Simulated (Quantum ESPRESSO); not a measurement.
Pressure against volume in wurtzite BN (space group 186) (Quantum ESPRESSO, PBE)

```xyz
4
Lattice="2.5047 0.0000 0.0000 -1.2523 2.1691 0.0000 0.0000 0.0000 4.1450" Properties=species:S:1:pos:R:3 pbc="T T T"
B      0.0000     1.4461     0.0000
B      1.2523     0.7230     2.0725
N      0.0000     1.4461     1.5544
N      1.2523     0.7230     3.6268
```

Method: PBE, GBRV 1.5 ultrasoft (PBE) pseudopotentials (plane waves; Quantum ESPRESSO). Settings: ecutwfc = 52 Ry; ecutrho = 260 Ry; occupations = smearing; smearing = fd; degauss = 0.000734986 Ry; potentials = {B: b_pbe_v1.4.uspp.F.UPF, N: n_pbe_v1.2.uspp.F.UPF}; K_POINTS = automatic 15 15 8 0 0 0; conv_thr = 1e-10 Ry. The cell above is the first row's. The rows scale it uniformly. In all rows fractional positions and the k mesh are held.

| V (Å^3/atom) | P (GPa) |
|---|---|
| 5.630 | 23.78 |
| 5.752 | 14.32 |
| 5.875 | 5.73 |
| 5.997 | -2.07 |
| 6.119 | -9.16 |
| 6.242 | -15.59 |
| 6.364 | -21.44 |
| 6.486 | -26.75 |
| 6.609 | ? |

Fit P of the 8 rows that show it with a cubic. With u = V - 6.06, the rows have u = -0.43000, -0.30800, -0.18500, -0.06300, 0.05900, 0.18200, 0.30400, 0.42600. Least squares gives P = -5.808 - 57.788·u + 22.905·u² - 6.242·u³. Residuals (row less fit): 0.008, -0.026, 0.024, 0.005, -0.021, 0.014, -0.006, 0.002; standard error 0.022 (degrees of freedom: 4). The fitted pressure is zero at V0 = 5.963, where dP/dV = -62.39, so B0 = -V0·dP/dV = 372 GPa.

Q: What does the fit predict for P at V = 6.609, and how far is the calculated value from it?

A: u = 0.54900, so P = -5.808 - 57.788 × 0.54900 + 22.905 × 0.54900² - 6.242 × 0.54900³ = -31.663 GPa. The calculation gives -31.57 GPa, 0.093 GPa above the prediction (0.2 % of the range of P in the table). The row lies outside the fitted rows, so this is an extrapolation. From the scatter of the fitted rows alone, a prediction at this place has a standard error of 0.060 GPa, so the miss is 1.6 times that.

Carrying the step between the two nearest rows on in a straight line would have given -32.10, off by 0.53; series whose last step already gives the withheld value aren't shown. The scan was laid around a cell of about the measured size, scaled by a guess for this functional; axis ratios and inner coordinates come from that cell. This is a metastable polymorph. The runs keep the symmetry of the cell, so they don't test it for distortions. The shape of the cell and the inner coordinates aren't relaxed, so V0 and B0 belong to this uniform scaling; a relaxed crystal lies no higher in energy and is usually softer (forces reach 0.09 eV/Å in these rows). Cutoffs and mesh are single choices, not tested for convergence of this quantity. Series with a scatter that would blur these digits, or in which a gap closes, are not shown.
